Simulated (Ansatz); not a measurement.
**A computed series for MgS: alloy series**

Consider MgS in the rock salt structure (space group Fm-3m, No. 225; a = 5.182 Å).

The other end (x = 1) is MgO in the rock salt structure (space group Fm-3m, No. 225): 9.36 Å³/atom, gap 4.62 eV.

O replaces a fraction x of S; each row is one arrangement (x, atoms in the cell, starting space group or random), fully relaxed.

Computed with PBEsol (Ansatz, a quantum-chemistry and plane-wave program), spin-orbit coupling left out.

Candidates:
(a) x(O) = 0.25, 8 atoms, I4/mmm
(b) x(O) = 0.75, 8 atoms, I4/mmm
(c) x(O) = 0.333, 6 atoms, P-3m1
(d) x(O) = 0.5, 8 atoms, Pmmn

Q: Order them by mixing energy, lowest first.

A: (a) x(O) = 0.25, 8 atoms, I4/mmm (+151 meV/atom), (c) x(O) = 0.333, 6 atoms, P-3m1 (+190 meV/atom), (d) x(O) = 0.5, 8 atoms, Pmmn (+199 meV/atom), (b) x(O) = 0.75, 8 atoms, I4/mmm (+0.260 eV/atom)

Each cell is one ordered arrangement of few atoms, which overstates ordering effects compared with a random alloy. Stability against distortions was not tested.
